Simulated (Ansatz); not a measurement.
Where the default PAW files enter, the runs use the earlier of Ansatz's two default sets.

Consider the following.

```yaml
crystal:
  lattice:
    - [3.80580, 0.00000, 0.00000]
    - [0.00000, 6.23798, 0.00000]
    - [1.90290, 0.00000, 3.29592]
  atoms:
    - { symbol: Zn, position: [0.33333, 0.99986, 0.33333] }
    - { symbol: Zn, position: [0.66667, 0.49986, 0.66667] }
    - { symbol: S, position: [0.33333, 0.62514, 0.33333] }
    - { symbol: S, position: [0.66667, 0.12514, 0.66667] }
```

Space group of this cell: P6_3mc, wurtzite. The cell is taken as given.

Calculation: r2SCAN (plane waves, PAW; Ansatz, a first-principles code).

The current runs along the normal of the first two printed vectors; no spin-orbit coupling. Scaled by the factor s: both lengths across the current (ions clamped). Meshes 10×6×10 and 8×6 across the current in all rows.

```csv
s,mean pressure (GPa),band gap (eV)
0.98,3.7,?
1.00,0.2,2.79
1.02,-2.7,2.54
```

Problem. Take the slope of the band gap against ln s from the two given rows, extrapolate to s = 0.98, and say what the run there gives.

Solution. Slope = (2.54 − 2.79) / ln 1.02 = -12.6 eV. The line gives 2.79 + (-12.6) × ln 0.98 = 3.05 eV. The run gives 2.96 eV, 0.09 eV under the line, 33 % of the predicted step.
